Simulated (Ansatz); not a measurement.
## Effective masses and thermopower of PbSe (Fm-3m)

Data:

```
PbSe
1.0
    0.00000     3.05080     3.05080
    3.05080     0.00000     3.05080
    3.05080     3.05080     0.00000
Pb Se
1 1
Direct
  0.00000   0.00000   0.00000
  0.50000   0.50000   0.50000
```

Level of theory: PBEsol with spin-orbit coupling, rigid bands (plane waves, PAW; Ansatz, a program for electronic structure). Geometry: cell and atoms relaxed with PBEsol.

```
Property                                                                                                                                                        Value
---------------------------------------------------------------------------------------------------------------------------------------  ----------------------------
band gap                                                                                                                                                      0.31 eV
electron conductivity mass (300 K, dilute)                                                                                                                    0.26 mₑ
hole conductivity mass (300 K, dilute)                                                                                                                        0.29 mₑ
effective density of states N_c (300 K)                                                                                                                   2.4e19 cm⁻³
effective density of states N_v (300 K)                                                                                                                   4.2e19 cm⁻³
density-of-states mass, electrons                                                                                                                             0.96 mₑ
density-of-states mass, holes                                                                                                                                 1.40 mₑ
Seebeck coefficient, n-type 1e19 cm⁻³, 300 K                                                                                                                -274 μV/K
best n-type power factor at 300 K for τ = 10 fs (best axis; densities from 1e16 to 1e21 cm⁻³ tried, whether or not they can be reached)  11.6 μW/(cm·K²) at 1e20 cm⁻³
Seebeck coefficient, p-type 1e19 cm⁻³, 300 K                                                                                                                 353 μV/K
best p-type power factor at 300 K for τ = 10 fs (best axis; densities from 1e16 to 1e21 cm⁻³ tried, whether or not they can be reached)    61 μW/(cm·K²) at 3e20 cm⁻³
```

Rigid bands; masses and Seebeck coefficients take one relaxation time τ for all states and one kind of carrier; polarons and phonon drag are left out. With spin-orbit coupling this level can invert the band order at L, and then gap and masses differ in kind from the real crystal's.
